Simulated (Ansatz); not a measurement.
The starting structures come from a database of crystals and need not be the phases stable at ambient conditions.

Data:

```yaml
crystal:
  lattice:
    - [5.13315, 0.00000, 0.00000]
    - [0.00000, 15.36422, 0.00000]
    - [0.00000, 0.00000, 3.11740]
  atoms:
    - { symbol: Tc, position: [0.64892, 0.34971, 0.25000] }
    - { symbol: Tc, position: [0.35108, 0.65029, 0.75000] }
    - { symbol: Tc, position: [0.14892, 0.15029, 0.75000] }
    - { symbol: Tc, position: [0.85108, 0.84971, 0.25000] }
    - { symbol: P, position: [0.47793, 0.20666, 0.25000] }
    - { symbol: P, position: [0.52207, 0.79334, 0.75000] }
    - { symbol: P, position: [0.97793, 0.29334, 0.75000] }
    - { symbol: P, position: [0.02207, 0.70666, 0.25000] }
    - { symbol: P, position: [0.64657, 0.98753, 0.25000] }
    - { symbol: P, position: [0.35343, 0.01247, 0.75000] }
    - { symbol: P, position: [0.14657, 0.51247, 0.75000] }
    - { symbol: P, position: [0.85343, 0.48753, 0.25000] }
    - { symbol: P, position: [0.67933, 0.61839, 0.25000] }
    - { symbol: P, position: [0.32067, 0.38161, 0.75000] }
    - { symbol: P, position: [0.17933, 0.88161, 0.75000] }
    - { symbol: P, position: [0.82067, 0.11839, 0.25000] }
```

Space group of this cell: Pnma. The cell is taken as given; by r2SCAN its mean pressure is 0.6 GPa.

Transport runs along the normal of the first two printed cell vectors.

No gap correction and no spin-orbit coupling; mid-gap values are interpolated between computed energies.

Q: Compute, with r2SCAN (Ansatz, a program for electronic structure), the band gap and the smallest decay constant κ at mid-gap.

A: Gap 0.52 eV on a 6×2×10 mesh; κ = 0.146 1/Å, at the zone centre.
